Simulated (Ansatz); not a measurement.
The starting structures come from a database of crystals and need not be the phases stable at ambient conditions.

 Where the default PAW files enter, the runs use the earlier of Ansatz's two default sets.

The decay constant κ of evanescent states in the gap governs leakage through a thin film.

Input:

```
CELL_PARAMETERS angstrom
      3.73250     0.00000     0.00000
     -1.86625     3.23244     0.00000
      0.00000     0.00000    43.58865
ATOMIC_POSITIONS crystal
  Zn 0.00000 0.00000 0.14290
  Zn 0.33333 0.66667 0.21420
  Zn 0.66667 0.33333 0.07150
  Zn 0.00000 0.00000 0.78570
  Zn 0.33333 0.66667 0.71430
  Zn 0.00000 0.00000 0.64280
  Zn 0.33333 0.66667 0.35720
  Zn 0.33333 0.66667 0.00010
  Zn 0.00000 0.00000 0.42850
  Zn 0.00000 0.00000 0.92860
  Zn 0.66667 0.33333 0.28570
  Zn 0.66667 0.33333 0.50000
  Zn 0.33333 0.66667 0.57140
  Zn 0.33333 0.66667 0.85720
  S  0.33333 0.66667 0.76780
  S  0.00000 0.00000 0.98220
  S  0.00000 0.00000 0.19640
  S  0.66667 0.33333 0.33940
  S  0.00000 0.00000 0.69640
  S  0.33333 0.66667 0.41070
  S  0.33333 0.66667 0.91070
  S  0.33333 0.66667 0.26780
  S  0.66667 0.33333 0.55350
  S  0.00000 0.00000 0.83930
  S  0.33333 0.66667 0.05360
  S  0.00000 0.00000 0.48210
  S  0.33333 0.66667 0.62490
  S  0.66667 0.33333 0.12500
```

Space group of this cell: P3m1. The cell is strained (lengths across the current scaled by 0.98, ions clamped); by r2SCAN its mean pressure is 3.6 GPa.

Transport runs along the normal of the first two printed cell vectors, the (001) (indices of the unstrained crystal) plane of the conventional cell.

The gap is the functional's own. No spin-orbit coupling. Mid-gap values are interpolated on the energy grid.

Task: Give the band gap and the smallest decay constant κ at mid-gap that r2SCAN run with Ansatz (a quantum-chemistry and plane-wave program) yields.

Result: Gap 2.88 eV on a 12×12×1 mesh; κ = 0.178 1/Å, at the zone centre.
